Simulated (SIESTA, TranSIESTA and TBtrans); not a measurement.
## Ir chain with one bond stretched by 0.3 Å

Junction: Ir chain with one bond stretched by 0.3 Å. Leads: straight Ir chain, spacing 2.3 Å. Geometry: as built, not relaxed. Transport runs along z; the first 6 and the last 6 of the 20 atoms are the lead cells, repeated to infinity.

```xyz
20
Lattice="9.000 0.000 0.000 0.000 9.000 0.000 0.000 0.000 46.300" Properties=species:S:1:pos:R:3 pbc="F F T"
Ir     4.500     4.500     0.000
Ir     4.500     4.500     2.300
Ir     4.500     4.500     4.600
Ir     4.500     4.500     6.900
Ir     4.500     4.500     9.200
Ir     4.500     4.500    11.500
Ir     4.500     4.500    13.800
Ir     4.500     4.500    16.100
Ir     4.500     4.500    18.400
Ir     4.500     4.500    20.700
Ir     4.500     4.500    23.300
Ir     4.500     4.500    25.600
Ir     4.500     4.500    27.900
Ir     4.500     4.500    30.200
Ir     4.500     4.500    32.500
Ir     4.500     4.500    34.800
Ir     4.500     4.500    37.100
Ir     4.500     4.500    39.400
Ir     4.500     4.500    41.700
Ir     4.500     4.500    44.000
```
Starting moments (μB): atom 7 +1, atom 8 +1, atom 9 +1, atom 10 +1, atom 11 +1, atom 12 +1, atom 13 +1, atom 14 +1; lead atoms +1 (left) and +1 (right).

TranSIESTA and TBtrans, PBE, DZP numerical orbitals (energy shift 0.15 eV), PseudoDojo norm-conserving scalar-relativistic potentials, mesh cutoff 200 Ry, 300 K, spin-polarised (collinear), no spin-orbit coupling; self-consistent non-equilibrium Green functions.

| Property | Value |
|---|---|
| Conductance at 300 K (G0 = 2e²/h) | 4.35 |
| Mean T from −0.5 to 0.5 eV | 3.96 |
| Spin polarisation of the conductance, (up − down)/(up + down) | -0.23 |

Energies count from the leads' Fermi level. Transmissions are for each spin. The energy step is 0.01 eV; narrower resonances are cut or missed.

```
E (eV)  T up  T down  lead channels up  down
------  ----  ------  ----------------  ----
-2.00   2.94    2.23                 4     3
-1.80   3.00    2.43                 4     4
-1.60   4.48    2.60                 6     4
-1.40   3.78    2.75                 6     4
-1.20   4.00    2.88                 6     4
-1.00   4.89    3.24                 6     6
-0.80   5.09    3.42                 6     6
-0.60   3.95    3.75                 6     6
-0.40   3.64    4.17         band edge     6
-0.20   3.45    4.63                 4     6
0.00    3.36    5.37                 4     6
0.20    3.22    5.31                 4     6
0.40    3.05    3.68                 4     4
0.60    2.82    3.69                 4     4
0.80    2.53    3.64                 3     4
1.00    2.48    3.44                 3     4
1.20    2.40    2.72                 3     3
1.40    2.25    2.67                 3     3
1.60    1.69    2.58                 3     3
1.80    1.00    2.40                 1     3
2.00    1.00    1.53                 1     3
```

The magnetic order of the leads was set by the start, and no other order was tried; the separate lead runs end at 0.77 (left) and 0.77 (right) μB an atom. The straight chain is held at its spacing; free chains may zigzag or dimerise. Spin-orbit coupling, left out here, matters for the heavy atoms.
